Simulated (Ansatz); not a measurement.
# BePt (model structure, started from the CuAu type, P4/mmm, No. 123, 2 atoms in the cell): properties by level of theory

| level (code) | equilibrium lattice constant a (Å) | lattice parameter c (Å) | bulk modulus (GPa) |
|---|---|---|---|
| PBE (Ansatz) | 2.798 | (withheld) | (withheld) |
| PBEsol (Ansatz) | 2.774 | 2.918 | 228 |
| r²SCAN (Ansatz) | 2.782 | 2.937 | 224 |

Problem. Some entries are withheld; supply them.

Solution. 
- PBE (Ansatz, an electronic-structure program), lattice parameter c (Å): 2.953
- PBE (Ansatz), bulk modulus (GPa): 210

Caveats: the bulk modulus is −V dP/dV from two relaxed cells at ±2 % in volume (PBE, PBEsol, r²SCAN). Ansatz's density-functional and Hartree–Fock values are scalar-relativistic unless marked +SOC, with PAW data made under PBE.

The crystal itself was run without spin with PBE, PBEsol, r²SCAN; a magnetic state was not tried in these runs.

A model structure was made by putting elements into a prototype or built by hand; it is no filed structure, need not be a known phase, and can be a saddle point held by its symmetry.
